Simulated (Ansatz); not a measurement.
Take an 18-atom supercell of WSi₂ (space group I4/mmm, No. 139; a = 3.203 Å, c = 7.816 Å) at its relaxed geometry as the base.

The values are results of PBEsol (Ansatz, a quantum-chemistry and plane-wave program), scalar-relativistic without spin-orbit coupling, not measurements.

For the base:

| Quantity | Value |
|---|---|
| Pressure | 0.0 GPa |

Now apply this change: a neutral W on a Si site (antisite), atoms relaxed at fixed cell, starting from a slightly rattled geometry.

Tabulated Pauling electronegativity and covalent radius: Si 1.90, 1.11 Å; W 2.36, 1.62 Å.

### Question
Estimate the effect on the pressure.

### Answer
The pressure goes from zero to 7.4 GPa.

### Question
How does this affect the largest displacement of a host atom from its site in the perfect cell?

### Answer
The largest displacement of a host atom from its site in the perfect cell is 0.04 Å.

In so small a cell the defect repeats every few ångströms: this is an ordered compound, not a dilute defect. All final runs are without spin polarisation. The defect cell is not spin-polarised.
